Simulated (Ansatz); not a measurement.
# (8,4) carbon nanotube

All values below come from PBE (plane waves to 420 eV, PAW; Ansatz, an electronic-structure program). Mesh 1×1×6. No spin polarisation. Periodic along z alone, with about 11 Å of vacuum beside it. An idealised model, rolled from the flat sheet. Symmetry and one short period hold its shape; lower forms weren't sought. Buckling under compression is shut out by symmetry and the short period.

```
Item                                                                                                                  Result
---------------------------------------------------------  -----------------------------------------------------------------
period along the axis (112 atoms)                                                                                   11.304 Å
mean diameter                                                                                                         8.37 Å
energy over the flat sheet                                                                                     +112 meV/atom
PBE gap                                                    0.80 eV, nearly direct, from k = 0.031 × 2π/c to k = 0.021 × 2π/c
electron mass along the axis (PBE)                                                                                  0.095 mₑ
hole mass along the axis (PBE)                                                                                      0.094 mₑ
valence and conduction edges under the vacuum level (PBE)                                                   4.72 and 3.92 eV
axial stiffness dF/dε                                                                                                 879 nN
```
